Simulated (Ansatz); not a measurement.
## What isotropic strain +1.50 % does to Ru

Consider Ru in the hcp (Mg type) structure (space group P6_3/mmc, No. 194; a = 2.704 Å, c = 4.263 Å; relaxed with 0.1 eV smearing).

The change: an isotropic linear strain of +1.50 %, atoms relaxed at fixed cell.

All numbers come from r2SCAN in Ansatz (plane waves to 500 eV, PAW, no spin-orbit coupling). Settings: 24×24×14 k-points, 0.1 eV Fermi–Dirac smearing.

* **Volume per atom**: 14.12 Å³ (base 13.50 Å³)
* **Space group**: P6_3/mmc (No. 194) (base P6_3/mmc (No. 194))
* **Shortest interatomic distance**: 268.2 pm (base 264.2 pm)
* **Energy relative to the base (free energy F)**: +27 meV/atom
* **Pressure (mean of the normal stresses, compression positive)**: -13.5 GPa (base 0.0 GPa)
* **Band gap**: zero (base zero)

Whether these cells are dynamically stable was not tested. All final runs are without spin polarisation.

Ansatz is a quantum-chemistry and plane-wave program.
